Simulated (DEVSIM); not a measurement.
System: illuminated Si n-on-p cell, one wavelength, with a back-surface field, at 300 K.

Layer 1 from the left is Si, thickness (μm) 0.350, Nd (cm⁻³) 9.6e17, τn (s) 2.8e-9, τp (s) 1.2e-8, absorption coefficient (cm⁻¹) 1800. Layer 2 from the left is Si, thickness (μm) 49.0, Na (cm⁻³) 6.2e16, τn (s) 2.8e-7, τp (s) 2.8e-7, absorption coefficient (cm⁻¹) 1800. Layer 3 from the left is Si, thickness (μm) 0.130, Na (cm⁻³) 2.1e18, τn (s) 8.4e-9, τp (s) 2.8e-7, absorption coefficient (cm⁻¹) 1800.

Left contact: ohmic, minority hole recombination velocity 6000 cm/s. Right contact: ohmic, minority electron recombination velocity 400 cm/s. Voltage is applied to the left contact. Recombination: SRH at mid-gap, radiative, Auger. Light enters at the left, 3.3e16 photons cm⁻² s⁻¹, one pass, no reflection. Mobility is μmin + (μ − μmin)/(1 + (N/Nref)^α).

The device is made up for the run: typed textbook-type constants, with dimensions and the other settings drawn at random. Values at 300 K.

Si: gap (eV) 1.124, affinity (eV) 4.05, permittivity 11.7, Nc (cm⁻³) 2.86e19, Nv (cm⁻³) 3.1e19, μn (cm²/Vs) 1417, μp (cm²/Vs) 470, μn,min 52, μp,min 45, Nref,n 9.7e16, Nref,p 2.2e17, αn 0.68, αp 0.72, B (cm³/s) 4.7e-15, Cn (cm⁶/s) 2.8e-31, Cp (cm⁶/s) 9.9e-32.

Simulated with DEVSIM: 1D drift-diffusion, Boltzmann statistics, complete ionisation; no tunnelling, impact ionisation, image-force lowering or self-heating.

Task: What does the simulation give for the short-circuit current, the potential step across the device at zero bias?

Result: short-circuit current 4.43 mA/cm²; potential step across the device at zero bias 0.967 V.
